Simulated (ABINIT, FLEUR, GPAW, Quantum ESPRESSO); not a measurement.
**Bulk modulus against equilibrium volume of wurtzite CdS (space group 186) over programs and functionals**

Each row is a third-order Birch-Murnaghan fit to seven to nine volumes of wurtzite CdS (space group 186) in one program and functional, each with its own basis, cutoff and mesh; V0 is in Å^3/atom and B0 in GPa. Along one equation of state d ln B/d ln V = -B', so if levels differed mainly by where they put the minimum, ln B0 would fall on a line in ln V0 with a slope near -B0'.

| program, functional, potentials | ln V0 | ln B0 | V0 (Å^3/atom) | B0 (GPa) |
|---|---|---|---|---|
| GPAW, LDA, PAW | 3.169 | 4.223 | 23.79 | 68.2 |
| ABINIT, LDA, PseudoDojo | 3.173 | ? | 23.87 | ? |
| FLEUR, LDA, all-electron | 3.174 | 4.220 | 23.90 | 68.0 |
| Quantum ESPRESSO, LDA, GBRV | 3.178 | 4.212 | 24.00 | 67.5 |
| GPAW, PBEsol, PAW | 3.204 | 4.125 | 24.64 | 61.8 |
| ABINIT, PBEsol, PseudoDojo | 3.208 | 4.114 | 24.72 | 61.2 |
| Quantum ESPRESSO, PBEsol, GBRV | 3.213 | 4.111 | 24.84 | 61.0 |
| GPAW, PBE, PAW | 3.256 | 3.985 | 25.94 | 53.8 |
| ABINIT, PBE, PseudoDojo | 3.260 | 3.975 | 26.06 | 53.3 |
| FLEUR, PBE, all-electron | 3.261 | 3.979 | 26.08 | 53.5 |
| Quantum ESPRESSO, PBE, PSlibrary PAW | 3.263 | 3.978 | 26.14 | 53.4 |
| Quantum ESPRESSO, PBE, GBRV | 3.265 | 3.973 | 26.17 | 53.2 |

Question: Fit ln B0 against ln V0 with a straight line, and predict the withheld value at ln V0 = 3.173.

Answer: With u = ln V0 - 3.223, the rows have u = -0.054000, -0.049000, -0.045000, -0.019000, -0.015000, -0.010000, 0.033000, 0.037000, 0.038000, 0.040000, 0.042000. Means: u -0.00018182, ln B0 4.0814. About the means, the sum of products is -0.041626 and the sum of squares of u is 0.015294; the slope is their ratio. Least squares gives ln B0 = 4.0809 - 2.722·u. Residuals (row less fit): -0.0049, 0.0057, 0.0086, -0.0076, -0.0077, 0.0029, -0.0061, -0.0052, 0.0015, 0.0060, 0.0064; standard error 0.0067 (degrees of freedom: 9). The slope is -2.7; the rows' own B0' run from 4.6 to 4.6, so the line is flatter than -B0': at one and the same volume the levels with the larger V0 are the stiffer ones. At the withheld row, u = -0.050000, so ln B0 = 4.0809 - 2.722 × (-0.050000) = 4.2170. The calculation gives 4.216, 0.0010 below the prediction (0.4 % of the range of ln B0 in the table). The row lies between fitted rows. From the scatter of the fitted rows alone, a prediction at this place has a standard error of 0.0075, so the miss is 0.1 times that.

The shape of the cell and the inner coordinates aren't relaxed, so V0 and B0 belong to this uniform scaling; a relaxed crystal lies no higher in energy and is usually softer. The runs keep the symmetry of the cell, so they don't test it for distortions. FLEUR's values depend on its sphere radii, cutoffs and local orbitals, which need not be converged. Spin polarisation is off; occupations are Fermi-Dirac, smeared by 0.05 eV in metals and 0.01 eV otherwise. Cutoffs and mesh are single choices, not tested for convergence of this quantity. No row is a reference.
